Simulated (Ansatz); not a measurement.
Functionals compared on a constructed model of the (110) surface of bcc W, a pseudomorphic layer of Os in the host's stacking (bottom of the slab: a bare face, its two planes held), in Ansatz (plane waves, PAW). The structure was relaxed with PBE; the other rows are single points on it. Cutoff 420 eV (500 eV for r2SCAN).

Set-up: 7 atoms, 14.0 Å thick at the start with caps and adatoms; mesh 14x14x1; 0.1 eV smearing; dipole correction on; 2 atoms held, the rest relaxed; start symmetry kept, larger cells not searched; no spin, no spin-orbit, no U. It is one candidate, not shown to be the stable structure of the face. These notes are the PBE run's.

```csv
functional,work function of the top face (eV),rough cost of the single point
PBE,4.96,–
RPBE,4.81,roughly 30 core-seconds
r2SCAN,(withheld),around 70 core-seconds (rough)
```

**Question.** Fill in the missing entries.

**Answer.** 
- r2SCAN, work function of the top face (eV): 4.98

Ansatz is an electronic-structure program.
